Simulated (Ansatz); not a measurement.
Si₃N₄ (P6_3/m), PBEsol, rigid bands in Ansatz (an electronic-structure program): N_c = 1.73e19 cm⁻³ at 300 K and an electron conductivity mass of 1.47 mₑ along x (a = (7.62, 0.00, 0.00) Å; b = (-3.81, 6.60, 0.00) Å; c = (0.00, 0.00, 2.91) Å).

For 1e16 electrons per cm³ at 300 K, place the Fermi level, estimate the Seebeck coefficient of a parabolic band with constant τ, and give mobility and conductivity for τ = 20 fs.

The level lies k_BT ln(N_c/n) = 0.193 eV below the conduction-band minimum. S ≈ −(k_B/e)[ln(N_c/n) + 5/2] = -858 μV/K, against -854 μV/K from the full bands (mean over directions). μ = eτ/m = 23.9 cm²/(V·s) and σ = neμ = 0.0383 S/cm. τ is assumed, not computed.

Band transport and this doping are assumed; polarons and phonon drag are left out. Spin-orbit coupling is left out.
